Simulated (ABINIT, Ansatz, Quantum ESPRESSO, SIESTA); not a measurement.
Code comparison for Rb₂MnF₅ (P4/mmm, 8 atoms in the cell)

Self-consistent single point.

```yaml
crystal:
  lattice:
    - [5.98546, 0.00000, 0.00000]
    - [0.00000, 5.98546, 0.00000]
    - [0.00000, 0.00000, 4.16372]
  atoms:
    - { symbol: Rb, position: [0.00000, 0.50000, 0.50000] }
    - { symbol: Rb, position: [0.50000, 0.00000, 0.50000] }
    - { symbol: Mn, position: [0.00000, 0.00000, 0.00000], spin: 4.0 }
    - { symbol: F, position: [0.00000, 0.00000, 0.50000] }
    - { symbol: F, position: [0.77948, 0.77948, 0.00000] }
    - { symbol: F, position: [0.22052, 0.22052, 0.00000] }
    - { symbol: F, position: [0.22052, 0.77948, 0.00000] }
    - { symbol: F, position: [0.77948, 0.22052, 0.00000] }
```
(The spins are starting values, not results.)

Shared settings, as Ansatz (a program for electronic structure) writes them: kpoints.mp_grid.grid = 1 1 2; scf.occupations.method = fermi_dirac; scf.occupations.width = 0.0037 Ry. Potentials and cutoffs stand in the table.

```csv
code,model,pressure (GPa),largest force (eV/Å),size of the net moment (μB/atom),cutoff
ABINIT,"PBEsol, PAW (JTH v2.0 PBE PAW, files made for PBE)",0.83,0.086,0.50,30 Ha
Ansatz,"PBEsol, PAW files made with PBE",0.67,0.149,0.50,default
Quantum ESPRESSO,"PBEsol, GBRV 1.5 ultrasoft (PBESOL) pseudopotentials",0.92,0.136,0.50,50 Ry
SIESTA,"GGA PBEsol, numerical atomic orbitals DZP, PseudoDojo PBEsol standard norm-conserving potentials (rewritten from UPF to PSML)",0.43,0.039,0.50,grid 350 Ry
```

On Ansatz's run: with one magnetic atom in the cell only a parallel order is possible.

The spread over the programs that give each value: pressure within 0.49 GPa; largest force within 0.110 eV/Å; size of the net moment within 0.00 μB/atom.

SIESTA uses small atom-centred bases, whose incompleteness enters pressures, forces and empty levels differently from a plane-wave cutoff. Ansatz's pressure is given at a fixed set of plane waves, as the other plane-wave codes print theirs; with its correction for the finite basis it is 0.97 GPa (the shift of 0.30 GPa shows how far the cutoff is from converged). In the force vectors, SIESTA (by 0.097) lies more than 0.08 eV/Å from the median of the plane-wave programs.

On the base mesh (3 3 4) the same programs gave: Ansatz pressure -0.51 GPa; Quantum ESPRESSO pressure -0.27 GPa; ABINIT pressure -0.36 GPa; SIESTA pressure -0.60 GPa.

The values differ from the base mesh's, so the mesh still matters here: the table compares the programs at equal settings.

The starting cell comes from a database of computed structures (which also holds hypothetical and non-ambient phases and stackings), without a prior relaxation at this level.

Left out of this page: CP2K (unsound by tests on forces, stress, charge or solver warnings).

Keys are those of Ansatz 0.2.
